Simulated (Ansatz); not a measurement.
Contacts to Si (110, Si face)

Plane-wave PAW runs of Ansatz (a first-principles code) at PBE, 420 eV, without spin–orbit coupling and spin-polarised for magnetic metals alone: periodic stacks cut from bulk faces, the metal strained to the host, one local minimum each, barriers from the potential line-up. PBE gaps are too small, so electron and hole barriers sum to less than measured.

```tsv
metal face	host face	atoms; faces of host | metal; metal's strain (%)
(1) IrO2-rut (100)	Si (110)	62; Si/Si | Ir/Ir; -1.0
(2) TaC-rs (110)	Si (110)	68; Si/Si | CTa/CTa; -0.2
(3) Nb (110)	Si (110)	56; Si/Si | Nb/Nb; -4.6
(4) Ta (110)	Si (110)	56; Si/Si | Ta/Ta; -4.8
```

### Question
Estimate the barriers, and say how widely the hole barrier spreads over these metals and faces.

### Answer
```csv
metal face,host face,atoms; faces of host | metal; metal's strain (%),hole barrier (eV),electron barrier (eV)
(1) IrO2-rut (100),Si (110),62; Si/Si | Ir/Ir; -1.0,0.05,0.56
(2) TaC-rs (110),Si (110),68; Si/Si | CTa/CTa; -0.2,0.21,0.40
(3) Nb (110),Si (110),56; Si/Si | Nb/Nb; -4.6,0.52,0.09
(4) Ta (110),Si (110),56; Si/Si | Ta/Ta; -4.8,0.36,0.25
```

The hole barrier spans 0.47 eV, from 0.05 to 0.52 eV.
